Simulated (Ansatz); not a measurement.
Start from CsBr in the CsCl type structure (space group Pm-3m, No. 221).

```
CsBr
1.0
    4.32348     0.00000     0.00000
    0.00000     4.32348     0.00000
    0.00000     0.00000     4.32348
Cs Br
1 1
Direct
  0.00000   0.00000   0.00000
  0.50000   0.50000   0.50000
```

Cartesian axes are those of the cell as printed.

Computed with r2SCAN (Ansatz, a first-principles code; PAW; 500 eV plane waves; no spin-orbit coupling).

For the base:

| Quantity | Result |
|---|---|
| Band gap | 5.19 eV |

Perturbation: a free-standing slab of 1 layer (2 atoms, 2 a layer) is cut normal to [110], with 15 Å of vacuum and the in-plane cell held at bulk; forces were under the threshold from the start, so the atoms kept their bulk positions.

Question: What happens to the band gap, gap character and valence-band top at Γ?

Answer: The band gap shrinks by 1.28 eV to 3.91 eV; the gap character is direct at Γ; the valence-band top at Γ (three highest levels, from the VBM) is 0.00, -0.57, -0.63 eV.

No phonon test of stability was made. Labels are those of the standard path for the cell's own space group.
